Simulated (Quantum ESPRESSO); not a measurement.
## Variants of one calculation on Pt (Fm-3m, 1 atom in the cell)

```
CELL_PARAMETERS angstrom
      0.00000     1.92978     1.92978
      1.92978     0.00000     1.92978
      1.92978     1.92978     0.00000
ATOMIC_POSITIONS crystal
  Pt 0.00000 0.00000 0.00000
```

Base run A: PBE, SSSP 1.1.2 efficiency (PBE) pseudopotentials run with Quantum ESPRESSO, self-consistent single point.

Its settings: ecutwfc = 40 Ry; ecutrho = 320 Ry; occupations = smearing; smearing = methfessel-paxton; degauss = 0.0147 Ry; potentials = {Pt: pt_pbe_v1.4.uspp.F.UPF}; K_POINTS = automatic 10 10 10 0 0 0; conv_thr = 1e-10 Ry.

The starting cell comes from a database of computed structures (which also holds hypothetical and non-ambient phases and stackings), without a prior relaxation at this level. Its lattice was rescaled by a random factor within 2.5 % of one. Spin polarisation is off. In the base run, with a pressure of about 25 GPa the cell is away from its equilibrium volume at this level.

ΔF is the free energy per atom less that of run A. 

Runs B sample the zone with one or two k-points, far too few for so small a cell.

Runs:
- B: 3 x 3 x 1 supercell at the zone centre alone; K_POINTS: automatic 10 10 10 0 0 0 → automatic 1 1 1 0 0 0
- C: ecutrho: 320 Ry → 80 Ry
- D: degauss: 0.0147 Ry → 0.000734986 Ry
- E: ecutwfc: 40 Ry → 24 Ry; ecutrho: 320 Ry → 192 Ry
- F: conv_thr: 1e-10 Ry → 0.0073 Ry
- G: degauss: 0.0147 Ry → 0.02205 Ry; K_POINTS: automatic 10 10 10 0 0 0 → automatic 12 12 12 0 0 0
- H: K_POINTS: automatic 10 10 10 0 0 0 → automatic 7 7 7 1 1 1
- I: diagonalization: default → paro
- J: conv_thr: 1e-10 Ry → 1e-09 Ry

```
run  ΔF (meV/atom)  pressure (GPa)  k-points  valence electrons
---  -------------  --------------  --------  -----------------
A             0.00           24.75        47                 16
B           -654.2           32.43         1                144
C            -85.7           33.16        47                 16
D             -3.7           24.74        47                 16
E           1054.4          -64.86        47                 16
F              2.1           15.45        47                 16
G            -23.5           24.70        72                 16
H            -24.2           24.41        44                 16
I             0.00           24.77        47                 16
J             0.00           24.75        47                 16
```

Run E against A: The free energy rises by 1.05 eV/atom and the pressure goes from 24.75 to -64.86 GPa.

Run F against A: The free energy rises by 2.1 meV/atom and the pressure goes from 24.75 to 15.45 GPa.

Run B against A: The free energy goes down by 654 meV/atom and the pressure goes from 24.75 to 32.43 GPa.
